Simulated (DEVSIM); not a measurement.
System: Pd/Al2O3/p-Ge capacitor, at 300 K.

```tsv
layer (left to right)	material	thickness (nm)	Na (cm⁻³)
1	Al2O3	19.0	-
2	Ge	410	2.1e18
```

Metal gate on the left, work function 5.2 eV. Fixed charge at the semiconductor interface 8.8e10 cm⁻² (in units of +e); no interface traps.

Constants are typed, rounded textbook-type inputs, not results; the design itself was drawn at random and stands for no fabricated device. Values at 300 K.

| parameter | Al2O3 | Ge |
|---|---|---|
| gap (eV) | 6.8 | 0.664 |
| affinity (eV) | 1.35 | 4 |
| permittivity | 9 | 16 |
| Nc (cm⁻³) | - | 1.04e19 |
| Nv (cm⁻³) | - | 6e18 |

Model (solved in DEVSIM): 1D Poisson equation in equilibrium, Boltzmann statistics, complete ionisation; no quantum confinement or tunnelling. Metal contacts follow the ideal Schottky-Mott rule: no Fermi-level pinning, no interface dipoles.

Q: Tabulate band edges, carrier densities and field at 1.8 V on the gate.

A: Energies count from the Fermi level of the right contact; mesh points crowd at the junctions.

| x (μm) | Ec (eV) | Ev (eV) | n (cm⁻³) | p (cm⁻³) | field (V/cm) |
|---|---|---|---|---|---|
| 0.000 | 2.050 | -4.750 | < 1e2 | < 1e2 | 530000 |
| 0.001076 | 2.107 | -4.693 | < 1e2 | < 1e2 | 530000 |
| 0.002897 | 2.204 | -4.596 | < 1e2 | < 1e2 | 530000 |
| 0.006322 | 2.386 | -4.414 | < 1e2 | < 1e2 | 530000 |
| 0.01318 | 2.751 | -4.049 | < 1e2 | < 1e2 | 530000 |
| 0.01626 | 2.915 | -3.885 | < 1e2 | < 1e2 | 530000 |
| 0.01808 | 3.012 | -3.788 | < 1e2 | < 1e2 | 530000 |
| 0.01936 | 0.421 | -0.243 | 8.7e11 | 5.0e14 | 300000 |
| 0.02083 | 0.463 | -0.201 | 1.7e11 | 2.5e15 | 270000 |
| 0.02352 | 0.526 | -0.138 | 1.5e10 | 2.8e16 | 200000 |
| 0.02900 | 0.603 | -0.061 | 7.8e8 | 5.6e17 | 85000 |
| 0.04465 | 0.636 | -0.028 | 2.1e8 | 2.1e18 | 1100 |
| 0.06871 | 0.637 | -0.027 | 2.1e8 | 2.1e18 | ≈ 0 |
| 0.1177 | 0.637 | -0.027 | 2.1e8 | 2.1e18 | ≈ 0 |
| 0.2500 | 0.637 | -0.027 | 2.1e8 | 2.1e18 | ≈ 0 |
| 0.3384 | 0.637 | -0.027 | 2.1e8 | 2.1e18 | ≈ 0 |
| 0.3818 | 0.637 | -0.027 | 2.1e8 | 2.1e18 | ≈ 0 |
| 0.4055 | 0.637 | -0.027 | 2.1e8 | 2.1e18 | ≈ 0 |
| 0.4199 | 0.637 | -0.027 | 2.1e8 | 2.1e18 | ≈ 0 |
| 0.4248 | 0.637 | -0.027 | 2.1e8 | 2.1e18 | ≈ 0 |
| 0.4274 | 0.637 | -0.027 | 2.1e8 | 2.1e18 | ≈ 0 |
| 0.4290 | 0.637 | -0.027 | 2.1e8 | 2.1e18 | ≈ 0 |
